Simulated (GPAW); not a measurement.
# Several settings converged on NiO (R3m, 4 atoms in the cell)

```
NiO
1.0
    4.15910     2.07955     2.07955
    2.07955     4.15910     2.07955
    2.07955     2.07955     4.15910
Ni O
2 2
Direct
  0.00347   0.00347   0.00347
  0.50000   0.50000   0.50000
  0.25000   0.25000   0.25000
  0.75000   0.75000   0.75000
```
Moments meant for the start (each program seeds them in its own way; μB, in the order of the atoms Ni Ni O O): 2.0 -2.0 0.0 0.0.

Base method: PBEsol, GPAW PAW datasets PBEsol (made by gpaw-setup) (plane waves; GPAW 25.7.0).

Base settings: spinpol = true; mode = pw; ecut = 900 eV; xc = PBEsol; kpts = 4 4 4; mesh shift (steps) = 0 0 0; occupations.name = fermi-dirac; occupations.width = 0.01 eV; nbands = -6; convergence.density = 1e-05 e/electron.

The count of work is k-points × plane waves × bands × iterations; it is no time. Core times come from one kind of shared machine, to one figure; runs under 30 s give none.

**The k-point mesh**

The second cell is the first with its lattice scaled by 0.98.

Only quantities that move along the ladder and can be compared are tabulated.

| kpts | free energy less the last step's (meV/atom) | energy of the compressed cell less the first (meV/atom) | largest difference of a force vector from the last step's (eV/Å) | gap on the mesh (eV) | count of work / last | core time / last (rough) |
|---|---|---|---|---|---|---|
| 2 2 2 | 79.79 | 17.12 | 0.104 | 1.346 | 0.036 | 0.09 |
| 4 4 4 | 11.31 | 21.52 | 0.026 | 0.759 | 0.11 | 0.3 |
| 5 5 5 | 2.39 | 19.33 | 0.003 | 0.794 | 0.16 | 0.2 |
| 6 6 6 | -0.46 | 19.10 | 0.003 | 0.814 | 0.30 | 0.4 |
| 8 8 8 | 0.12 | 19.51 | 0.001 | 0.739 | 0.54 | 0.6 |
| 10 10 10 | 0.00 | 19.43 | 0.000 | 0.731 | 1.0 | 1 |

Coarsest kpts that holds the energy of the compressed cell less the first within 0.2 meV/atom of the last step, with all finer ones: 8 8 8; the step before is off by 0.33 meV/atom.

Coarsest kpts that holds the forces within 0.005 eV/Å of the last step, with all finer ones: 5 5 5, at 0.16 of the last step's count of work and about 0.2 of the last step's time; the step before is off by 0.026 eV/Å.

The energy difference between the two cells stays within 1 meV/atom of the last step's from 5 5 5 on, the total only from 6 6 6 on: much of the error is common to both cells and cancels.

The gap on the mesh jumps up and down from mesh to mesh; it is no smooth measure of convergence.

**The width of Fermi-Dirac smearing**

The mesh stays at the base's, so the ladder's end is converged at best in this setting alone.

Only quantities that move along the ladder and can be compared are tabulated; the gap is left out on so coarse a mesh.

The magnetic state is not the same in all runs (site moments differ, or a search went on to a lower state), so steps between rows are not convergence errors alone.

```tsv
occupations.width	free energy less the last step's (meV/atom)	largest difference of a force vector from the last step's (eV/Å)	core time / last (rough)
1 eV	-1306.86	0.017	1.0
0.5 eV	-302.93	0.044	3
0.2 eV	-13.91	0.007	1
0.1 eV	-0.53	0.002	2
0.02 eV	0.00	0.000	1
```

Widest occupations.width that holds the free energy within 2 meV/atom of the last step, with all finer ones: 0.1 eV; the step before is off by 14 meV/atom.

Widest occupations.width that holds the forces within 0.02 eV/Å of the last step, with all finer ones: 0.2 eV; the step before is off by 0.044 eV/Å.

On the base run: the starting cell has typed, rounded lattice constants, without a prior relaxation at this level. Its lattice was rescaled by up to half a per cent. One atom was moved a little off its site on purpose. The magnetic order is the one reached from the typed start; others were not searched systematically.
